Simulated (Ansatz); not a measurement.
## Evanescent states of AlP (F-43m, zinc blende, 2 atoms a cell, 20.5 Å³ an atom) along the normal of (111)

Level of theory: PBEsol (plane waves, PAW; Ansatz, a first-principles code).

The gap is the functional's own. No spin-orbit coupling. Mid-gap values are those at the computed energy nearest the middle.

Energies count from the valence-band top; κ is the least over a 12×12 mesh across the current.

| E (eV) | κ (1/Å) | where |
|---|---|---|
| 0.04 | 0.040 | Γ |
| 0.14 | 0.068 | Γ |
| 0.23 | 0.086 | Γ |
| 0.32 | 0.100 | Γ |
| 0.41 | ___ | Γ |
| 0.49 | ___ | Γ |
| 0.58 | ___ | Γ |
| 0.68 | ___ | Γ |
| 0.77 | ___ | Γ |
| 0.85 | ___ | Γ |
| 0.94 | ___ | Γ |
| 1.03 | ___ | Γ |
| 1.12 | 0.147 | off Γ |
| 1.22 | 0.129 | off Γ |
| 1.30 | 0.105 | off Γ |
| 1.40 | 0.069 | off Γ |

### Question
Fill in the missing entries.

### Answer

- 0.41, κ (1/Å): 0.112
- 0.49, κ (1/Å): 0.122
- 0.58, κ (1/Å): 0.130
- 0.68, κ (1/Å): 0.138
- 0.77, κ (1/Å): 0.144
- 0.85, κ (1/Å): 0.149
- 0.94, κ (1/Å): 0.154
- 1.03, κ (1/Å): 0.158
